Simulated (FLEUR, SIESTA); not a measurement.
A FLEUR input for a self-consistent single point of Ta2InC (P6_3/mmc, 8 atoms in the cell) (DFT, LDA (Perdew-Zunger), all-electron FLAPW (FLEUR), scalar-relativistic valence):

Input of the input generator:

```
Ta2InC crystal
&input film=f /
5.8660117916 0.0000001057 0.0000000000
-2.9330059873 5.0801151776 0.0000000000
0.0000000000 0.0000000000 26.9150101451
1.0
1.0 1.0 1.0

8
73 0.6666666667 0.3333333333 0.5829700000
73 0.3333333333 0.6666666667 0.4170300000
73 0.3333333333 0.6666666667 0.0829700000
73 0.6666666667 0.3333333333 0.9170300000
49 0.6666666667 0.3333333333 0.2500000000
49 0.3333333333 0.6666666667 0.7500000000
6 0.0000000000 0.0000000000 0.5000000000
6 0.0000000000 0.0000000000 -0.0000000000

&comp jspins=1 /
&exco xctyp='pz' /
&kpt div1=7 div2=7 div3=2 gamma=t /
&end /
```

```xml
<?xml version="1.0" encoding="UTF-8" standalone="no"?>
<fleurInput fleurInputVersion="0.39">
   <comment>
      Ta2InC crystal                                                                                      
   </comment>
   <calculationSetup>
      <cutoffs Kmax="4.3" Gmax="15.0" GmaxXC="15.0" numbands="0"/>
      <scfLoop itmax="100" minDistance="0.00001" maxIterBroyd="99" imix="Anderson" alpha="0.05" precondParam="0.0" spinf="2.0"/>
      <coreElectrons ctail="T" frcor="F" kcrel="0" coretail_lmax="0"/>
      <xcFunctional name="pz" relativisticCorrections="F"/>
      <magnetism jspins="1"/>
      <soc l_soc="F" theta="0.0" phi="0.0" spav="F"/>
      <expertModes spex="0" secvar="F"/>
      <geometryOptimization l_f="T" forcealpha="1.0" forcemix="BFGS" epsdisp="0.00001" epsforce="0.00001"/>
      <ldaU l_linMix="F" mixParam="0.05" spinf="1.0"/>
   </calculationSetup>
   <cell>
      <bzIntegration valenceElectrons="142.0" mode="gauss" fermiSmearingEnergy="0.00367493">
         <kPointListSelection listName="default-1"/>
         <!-- k-points included here -->
         <xi:include xmlns:xi="http://www.w3.org/2001/XInclude" href="kpts.xml"> </xi:include>
      </bzIntegration>
      <!-- symmetry operations included here -->
      <xi:include xmlns:xi="http://www.w3.org/2001/XInclude" href="sym.xml"> </xi:include>
      <bulkLattice scale="1.0">
         <bravaisMatrix>
            <row-1>    5.8660117916000001     0.0000001057000000     0.0000000000000000</row-1>
            <row-2>   -2.9330059873000001     5.0801151775999998     0.0000000000000000</row-2>
            <row-3>    0.0000000000000000     0.0000000000000000    26.9150101450999983</row-3>
         </bravaisMatrix>
      </bulkLattice>
   </cell>
   <atomSpecies>
      <species name="Tantalum (Ta)" element="Ta" atomicNumber="73">
         <mtSphere radius="2.47" gridPoints="853" logIncrement="0.016"/>
         <atomicCutoffs lmax="10" lnonsphr="8"/>
         <electronConfig flipSpins="F">
            <coreConfig>(1s1/2) (2s1/2) (2p1/2) (2p3/2) (3s1/2) (3p1/2) (3p3/2) (4s1/2) (3d3/2) (3d5/2) (4p1/2) (4p3/2) (4d3/2) (4d5/2)</coreConfig>
            <valenceConfig>(5s1/2) (5p1/2) (5p3/2) (6s1/2) (4f5/2) (4f7/2) (5d3/2) (5d5/2)</valenceConfig>
            <stateOccupation state="(5d3/2)" spinUp="0.6" spinDown="0.6"/>
            <stateOccupation state="(5d5/2)" spinUp="0.9" spinDown="0.9"/>
         </electronConfig>
         <energyParameters s="6" p="6" d="5" f="5"/>
         <lo type="SCLO" l="0" n="5" eDeriv="0"/>
         <lo type="SCLO" l="1" n="5" eDeriv="0"/>
         <lo type="SCLO" l="3" n="4" eDeriv="0"/>
      </species>
      <species name="Indium (In)" element="In" atomicNumber="49">
         <mtSphere radius="2.68" gridPoints="925" logIncrement="0.014"/>
         <atomicCutoffs lmax="10" lnonsphr="8"/>
         <electronConfig flipSpins="F">
            <coreConfig>(1s1/2) (2s1/2) (2p1/2) (2p3/2) (3s1/2) (3p1/2) (3p3/2) (4s1/2) (3d3/2) (3d5/2) (4p1/2) (4p3/2)</coreConfig>
            <valenceConfig>(5s1/2) (4d3/2) (4d5/2) (5p1/2) (5p3/2)</valenceConfig>
            <stateOccupation state="(5p1/2)" spinUp="0.1666666666667" spinDown="0.1666666666667"/>
            <stateOccupation state="(5p3/2)" spinUp="0.3333333333333" spinDown="0.3333333333333"/>
         </electronConfig>
         <energyParameters s="5" p="5" d="5" f="4"/>
         <lo type="SCLO" l="2" n="4" eDeriv="0"/>
      </species>
      <species name="Carbon (C)" element="C" atomicNumber="6">
         <mtSphere radius="1.40" gridPoints="483" logIncrement="0.021"/>
         <atomicCutoffs lmax="6" lnonsphr="4"/>
         <electronConfig flipSpins="F">
            <coreConfig>(1s1/2)</coreConfig>
            <valenceConfig>(2s1/2) (2p1/2) (2p3/2)</valenceConfig>
            <stateOccupation state="(2p1/2)" spinUp="0.3333333333333" spinDown="0.3333333333333"/>
            <stateOccupation state="(2p3/2)" spinUp="0.6666666666667" spinDown="0.6666666666667"/>
         </electronConfig>
         <energyParameters s="2" p="2" d="3" f="4"/>
      </species>
   </atomSpecies>
   <atomGroups>
      <atomGroup species="Tantalum (Ta)">
         <relPos label="                   1">-1.000/3.000 1.000/3.000 -.4170300000</relPos>
         <relPos label="                   2">1.000/3.000 -1.000/3.000 .4170300000</relPos>
         <relPos label="                   3">1.000/3.000 -1.000/3.000 .0829700000</relPos>
         <relPos label="                   4">-1.000/3.000 1.000/3.000 -.0829700000</relPos>
         <force calculate="T" relaxXYZ="TTT"/>
      </atomGroup>
      <atomGroup species="Indium (In)">
         <relPos label="                   5">-1.000/3.000 1.000/3.000 1.000/4.000</relPos>
         <relPos label="                   6">1.000/3.000 -1.000/3.000 -1.000/4.000</relPos>
         <force calculate="T" relaxXYZ="TTT"/>
      </atomGroup>
      <atomGroup species="Carbon (C)">
         <relPos label="                   7">.0000000000 .0000000000 1.000/2.000</relPos>
         <relPos label="                   8">.0000000000 .0000000000 .0000000000</relPos>
         <force calculate="T" relaxXYZ="TTT"/>
      </atomGroup>
   </atomGroups>
   <output dos="F" band="F" slice="F">
      <checks vchk="F" cdinf="F"/>
      <bandDOS minEnergy="-.5*Htr" maxEnergy="0.5*Htr" sigma="0.015" storeEVData="T"/>
      <vacuumDOS vacdos="F" integ="F" star="F" nstars="0" locx1="0.0" locy1="0.0" locx2="0.0" locy2="0.0" nstm="0" tworkf="0.0"/>
      <unfoldingBand unfoldBand="F" supercellX="1" supercellY="1" supercellZ="1"/>
      <plotting iplot="0" polar="F">
         <plot TwoD="T" vec1="  1.0  0.0  0.0" vec2="  0.0  1.0  0.0" vec3="  0.0  0.0  1.0" zero="  0.0  0.0  0.0" file="plot"/>
      </plotting>
      <chargeDensitySlicing numkpt="0" minEigenval="0.0" maxEigenval="0.0" nnne="0" pallst="F"/>
      <specialOutput eonly="F"/>
      <magneticCircularDichroism mcd="F" energyLo="-10.0" energyUp="0.0"/>
   </output>
  <!-- We include the file relax.xml here to enable relaxations (see documentation) -->
  <xi:include xmlns:xi="http://www.w3.org/2001/XInclude" href="relax.xml"> <xi:fallback/> </xi:include>
</fleurInput>
```

Q: Translate this input to SIESTA.

A: One input that does it (others would too):

```
# files in the folder: Ta.psml In.psml C.psml (PseudoDojo LDA standard)
SystemName  Ta2InC
SystemLabel siesta

NumberOfAtoms                8
NumberOfSpecies              3
%block ChemicalSpeciesLabel
  1 73 Ta
  2 49 In
  3 6 C
%endblock ChemicalSpeciesLabel
LatticeConstant              1.0 Ang
%block LatticeVectors
     3.104160000    0.000000000    0.000000000
    -1.552080000    2.688281000    0.000000000
     0.000000000    0.000000000   14.242810000
%endblock LatticeVectors
AtomicCoordinatesFormat      Ang
%block AtomicCoordinatesAndAtomicSpecies
     1.552081552    0.896092771    8.303130946  1
    -0.000001552    1.792188229    5.939679054  1
    -0.000001552    1.792188229    1.181725946  1
     1.552081552    0.896092771   13.061084054  1
     1.552081552    0.896092771    3.560702500  2
    -0.000001552    1.792188229   10.682107500  2
     0.000000000    0.000000000    7.121405000  3
     0.000000000    0.000000000    0.000000000  3
%endblock AtomicCoordinatesAndAtomicSpecies

XC.functional                LDA
XC.authors                   PW92
PAO.BasisSize                TZP
PAO.EnergyShift              0.01 Ry
MeshCutoff                   300 Ry
%block kgrid.MonkhorstPack
    7   0   0  0.0
    0   7   0  0.0
    0   0   2  0.0
%endblock kgrid.MonkhorstPack
OccupationFunction           MP
OccupationMPOrder            0
ElectronicTemperature        100.0 meV

MaxSCFIterations             150
SCF.Mixer.Method             Pulay
SCF.Mixer.Weight             0.2
SCF.Mixer.History            8
SCF.DM.Tolerance             1.0E-04
Diag.ParallelOverK           true
WriteForces                  true
```

Basis, cutoffs, solver keys and any potentials are the target program's own. This input uses DFT, LDA PW92, numerical atomic orbitals TZP, PseudoDojo LDA standard norm-conserving potentials (rewritten from UPF to PSML). LDA parametrisations can differ slightly between programs.

The starting cell comes from a database of computed structures (which also holds hypothetical and non-ambient phases and stackings), without a prior relaxation at this level. For this run, on top of that: lattice scaled by 0.98.
